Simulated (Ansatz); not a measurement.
What pressure −2 GPa does to Si3N4

Consider Si3N4 (space group P6_3/m, No. 176; a = 7.625 Å, c = 2.910 Å).

Perturbation: hydrostatic tension (pressure −2 GPa).

The values are results of PBEsol in Ansatz (plane waves to 420 eV, PAW, no spin-orbit coupling), not measurements. k-mesh 4×4×9 (Γ-centred); smearing 0.05 eV (Fermi–Dirac).

```tsv
quantity	base	changed	shift
volume per atom	10.47 Å³	10.55 Å³	+0.088 Å³
lattice parameter a	7.625 Å	7.647 Å	+0.022 Å
c/a ratio	0.382	0.382	0.000
shortest interatomic distance	1.733 Å	1.738 Å	+0.005 Å
enthalpy H = E + PV relative to the base's energy	–	-0.13 eV/atom	–
band gap	4.19 eV	4.16 eV	-0.03 eV
gap character	indirect, Γ–A (33 % along) → Γ	indirect, Γ–A (33 % along) → Γ	–
smallest direct gap	4.39 eV	4.36 eV	-0.03 eV
width of the top valence band	1.38 eV	1.36 eV	-0.02 eV
electron mass	0.22 mₑ along c, 1.4 mₑ across (at Γ)	0.22 mₑ along c, 1.4 mₑ across (at Γ)	–
```

Load acts through the strain it causes; cell and atoms are relaxed under it. Masses are band curvatures over ±0.01 Å⁻¹ around the edge. Whether these cells are dynamically stable was not tested.

Ansatz is a first-principles code.
